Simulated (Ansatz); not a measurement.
An Ansatz (a program for electronic structure) run: Sb with a change (biaxial strain +1.47 %, plane normal [001], relaxed out of plane); PBEsol (Ansatz, PAW, spin-orbit coupling left out).

Input:

Ansatz 0.2 input:
```yaml
crystal:
  lattice:
    - [3.382512872, 0, 0]
    - [0, 3.382512872, 0]
    - [1.691256436, -1.691256436, 2.3398226821]
  atoms:
    - { symbol: Sb, position: [0, 0, 0] }
basis: { ecutwfc: 420, ecutrho_ratio: 4, xc_grid: 2, fft_grid_basis: typed }
kpoints: { mp_grid: { grid: [24, 24, 24] } }
hamiltonian:
  xc: pbesol
  dispersion: none
  pseudopotentials: { kind: paw }
scf: { occupations: { method: fermi_dirac, width: 0.1 } }
relax: { f_tol: 0.005, max_steps: 50, cell: { stress_tol: 0.01, fix: [a, b, gamma] } }
output: { forces: true, stress: true }
checkpoint: { write: state.ck, write_every: 1000 }
```

Output (explanatory and most iteration lines left out):

```
Relaxation: its limit of steps is 50 (relax.max_steps)
Pseudopotential: Sb, paw, valence charge 15
Crystal: 1 atoms, lattice volume = 26.771 Å³
Basis set: ecut = 420 eV, 531 PW (Γ), exchange–correlation on 48×48×48 points (8 copies of the dense FFT grid, shifted against one another)
Bands: 12, of which v1, the nominal top of the filled ones, is band 8 counted from 1 (7 counted from 0)
Symmetry: 16 space group operations
Space group: I4/mmm (ITA 139), of the structure as read, at distance tolerance 3.0e-5 Å
k-points: 1063 of 13824
Functional: x = pbesol(κ = 0.804, μ = 0.12345679012345678), c = pbesol(β = 0.046)
SCF iter   1: F=—  HF=-6407.828285 eV  |F-HF|=—  |Δ(HF+E_count)|=         —  Δρ=2.39e-3  dr2=7.78e-4  ethr=1.77e-3  ⟨swp⟩=5.0  Hψ=74582  notcnv=0
SCF iter   2: F=—  HF=-6407.827381 eV  |F-HF|=—  |Δ(HF+E_count)|=   9.04e-4  Δρ=1.48e-3  dr2=3.81e-4  ethr=5.18e-6  ⟨swp⟩=2.3  Hψ=25177  notcnv=0
SCF 1 converged in 6 iterations: F = -6407.827233 eV  dr2 = 3.96e-10
relax step   1: F+E_penalty+E_count = -6407.82723342 eV  Δ(F+E_penalty+E_count) = +0.000e0 eV  max|allowed force component| = 0.000e0 eV/Å  Δτ_max = 0.0000 Å  P = -1.396 GPa  Ω = 26.771 Å³  fix = [a, b, gamma]  reactions: a -1.250, b -1.250 GPa  (6 SCF iters, dr2 threshold 1.00e-7 eV, accepted)
[... steps on the carried basis left out ...]
relax step   5: F+E_penalty+E_count = -6407.83295464 eV  Δ(F+E_penalty+E_count) = -1.798e-6 eV  max|allowed force component| = 0.000e0 eV/Å  Δτ_max = 0.0000 Å  P = +1.134 GPa  Ω = 25.766 Å³  energy of the carried Pulay correction = +2.577e-4 eV  fix = [a, b, gamma]  reactions: a +1.700, b +1.700 GPa  (3 SCF iters, dr2 threshold 3.52e-10 eV, accepted)
Crystal: 1 atoms, lattice volume = 25.766 Å³
SCF iter   1: F=—  HF=-6407.832687 eV  |F-HF|=—  |Δ(HF+E_count)|=         —  Δρ=5.03e-5  dr2=8.01e-8  ethr=2.09e-7  ⟨swp⟩=2.9  Hψ=105398  notcnv=0
SCF iter   2: F=—  HF=-6407.832687 eV  |F-HF|=—  |Δ(HF+E_count)|=   6.46e-8  Δρ=2.49e-5  dr2=1.84e-8  ethr=5.34e-10  ⟨swp⟩=2.7  Hψ=20845  notcnv=0
SCF 6 converged in 6 iterations: F = -6407.832687 eV  dr2 = 3.16e-14
SCF converged after 6 iterations
Free energy (F): -6407.832687 eV
Internal energy: -6407.810453 eV  (E = F + TS)
E sigma→0 (E₀):  -6407.821570 eV
Entropy (-TS):   -0.022234 eV (-22.234 meV/atom)
Fermi energy:    12.249531 eV
--- Forces (eV/Å), atoms counted from 1 ---
  atom   1  Sb    -0.00000000     0.00000000     0.00000000
--- Stress (GPa, compression-positive) ---
        1.703987       0.000000       0.000000
        0.000000       1.703987       0.000000
        0.000000       0.000000       0.000231
  P = ⅓ Tr σ = 1.1361 GPa (11.361 kbar)
--- Relaxed structure (5 steps of the walk, 5 accepted, 1 SCFs on fresh bases) ---
  cell:  # Å, volume = 25.7665 Å³
    - [3.382512872, 0.0, 0.0]
    - [0.0, 3.382512872, 0.0]
    - [1.691256436, -1.691256436, 2.2520382624416464]
  atoms:
    - { symbol: Sb, position: [0.0, 0.0, 0.0] }
```

Whether these cells are dynamically stable was not tested. Under biaxial strain +1.47 %, plane normal [001], relaxed out of plane the cell ends below the base's energy or with stress of the wrong sign: the atoms slid into a distortion or the cell is elastically unstable, so the base is not a stable minimum at this level. The cell was made from Sb in the fcc (Cu type) structure (space group Fm-3m, No. 225) by this change: biaxial strain +1.47 %, plane normal [001], relaxed out of plane. This is not the structure that Sb has at room temperature and ambient pressure.
